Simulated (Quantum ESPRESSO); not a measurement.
Input and output of a self-consistent single point for PbF₂ (Fm-3m, 3 atoms in the cell) (Quantum ESPRESSO).

Computed with LDA (PZ), GBRV 1.5 ultrasoft (LDA) pseudopotentials (plane waves; Quantum ESPRESSO).

```xyz
3
Lattice="0.0000 2.9700 2.9700 2.9700 0.0000 2.9700 2.9700 2.9700 0.0000" Properties=species:S:1:pos:R:3 pbc="T T T"
Pb     0.0000     0.0000     0.0000
F      1.4850     1.4850     1.4850
F      4.4550     4.4550     4.4550
```

Reference input (self-consistent single point, DFT, PBE, plane waves, SSSP 1.1.2 efficiency (PBE) pseudopotentials): ecutwfc = 55 Ry; ecutrho = 440 Ry; occupations = smearing; smearing = fermi-dirac; degauss = 0.00147 Ry; potentials = {Pb: Pb.pbe-dn-kjpaw_psl.0.2.2.UPF, F: f_pbe_v1.4.uspp.F.UPF}; K_POINTS = automatic 7 7 7 0 0 0; conv_thr = 1e-10 Ry; mixing_beta = 0.4. This run's input differs from it in these lines:

```diff
@@ -12,4 +12,4 @@
    ntyp = 2,
-   ecutwfc = 55,
-   ecutrho = 440,
+   ecutwfc = 40,
+   ecutrho = 200,
    occupations = 'smearing',
@@ -23,4 +23,4 @@
 ATOMIC_SPECIES
-Pb   207.2000  Pb.pbe-dn-kjpaw_psl.0.2.2.UPF
-F     18.9984  f_pbe_v1.4.uspp.F.UPF
+Pb   207.2000  pb_lda_v1.uspp.F.UPF
+F     18.9984  f_lda_v1.4.uspp.F.UPF
 CELL_PARAMETERS angstrom
```

The program printed (abridged):

```
     Self-consistent Calculation

     iteration #  1     ecut=    40.00 Ry     beta= 0.40

     negative rho (up, down):  1.654E-02 0.000E+00

     total energy              =    -261.22492828 Ry
     estimated scf accuracy    <       0.43721476 Ry

     iteration #  2     ecut=    40.00 Ry     beta= 0.40

     negative rho (up, down):  1.643E-02 0.000E+00

     total energy              =    -261.33096990 Ry
     estimated scf accuracy    <       0.04381414 Ry

     iteration #  3     ecut=    40.00 Ry     beta= 0.40

     negative rho (up, down):  1.594E-02 0.000E+00

     total energy              =    -261.33421882 Ry
     estimated scf accuracy    <       0.00604884 Ry

   [... 5 blocks of this kind left out ...]

     iteration #  9     ecut=    40.00 Ry     beta= 0.40

     negative rho (up, down):  1.611E-02 0.000E+00

     total energy              =    -261.33468047 Ry
     estimated scf accuracy    <          7.3E-09 Ry

     iteration # 10     ecut=    40.00 Ry     beta= 0.40

     negative rho (up, down):  1.611E-02 0.000E+00
     End of self-consistent calculation

     the Fermi energy is     7.0425 ev

!    total energy              =    -261.33468047 Ry
     estimated scf accuracy    <          3.5E-11 Ry
     smearing contrib. (-TS)   =       0.00000000 Ry
     internal energy E=F+TS    =    -261.33468047 Ry

     convergence has been achieved in  10 iterations

     negative rho (up, down):  1.611E-02 0.000E+00

     Forces acting on atoms (cartesian axes, Ry/au):

     atom    1 type  1   force =     0.00000000   -0.00000000   -0.00000000
   [... zero for the other atoms too ...]

     Total force =     0.000000     Total SCF correction =     0.000000

     negative rho (up, down):  1.611E-02 0.000E+00
          total   stress  (Ry/bohr**3)                   (kbar)     P=      -54.28
  -0.00036900  -0.00000000  -0.00000000          -54.28       -0.00       -0.00
  -0.00000000  -0.00036900  -0.00000000           -0.00      -54.28       -0.00
  -0.00000000  -0.00000000  -0.00036900           -0.00       -0.00      -54.28

   JOB DONE.
```

The run converged in 10 iterations. Against the reference run the pressure goes from 2.19 to -5.43 GPa and the gap on the mesh goes from 4.460 to 4.289 eV.

The starting cell has typed, rounded lattice constants, without a prior relaxation at this level. Spin-orbit coupling is off. With a pressure of about -5 GPa the cell is away from its equilibrium volume at this level.
